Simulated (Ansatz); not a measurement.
Base system: Al$_{2}$Ru (space group Fddd, No. 70; a = 4.7011 Å, b = 7.9756 Å, c = 8.7703 Å; a cell from a computed database, its experimental status unchecked). Axes: x, y, z lie along a, b, c of the conventional cell.

All numbers come from PBEsol (Ansatz, a quantum-chemistry and plane-wave program; PAW; 420 eV plane waves; no SOC).

For the base:

Shortest interatomic distance: 2.566 Å

Perturbation: compressive biaxial strain of 1.06 % in the plane normal to [001], as in epitaxy on a mismatched substrate; the out-of-plane cell vector and the atoms relax.

What happens to the energy relative to the base and shortest interatomic distance?

The energy goes up by 3.7 meV/atom; the shortest interatomic distance rises by 0.004 Å (2.566 Å → 2.570 Å).

Whether these cells are dynamically stable was not tested. The final runs are not spin-polarised.
